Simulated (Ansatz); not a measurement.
Here is the system:

```
CELL_PARAMETERS angstrom
      4.05651     0.00000     0.00000
      0.00000     4.05651     0.00000
      0.00000     0.00000     4.05651
ATOMIC_POSITIONS crystal
  Tl 0.00000 0.00000 0.00000
  H  0.50000 0.50000 0.50000
  Pd 0.00000 0.50000 0.50000
  Pd 0.50000 0.00000 0.50000
  Pd 0.50000 0.50000 0.00000
```

Calculation: PBEsol, DFPT electron-phonon coupling, linearised Boltzmann equation (plane waves, PAW, scalar-relativistic; Ansatz, a first-principles code). Cell: relaxed with this functional, without spin-orbit coupling.

Predict the intrinsic resistivity at 300 K.

14.6 μΩ·cm.

A metal at this level (no band gap). Only scattering by harmonic phonons is included (no impurities, grain boundaries, electron-electron scattering or thermal expansion). Spin-orbit coupling is left out, which matters with elements this heavy. Halving the electron mesh (20x20x20) moves the resistivity by up to 11 % at 300 K. Smearing 0.20 eV; phonons on a 4x4x4 q mesh, which this run doesn't test.

Computed structure with no diffraction record at hand here (it may be known, metastable or hypothetical): Pd3TlH (Pm-3m).
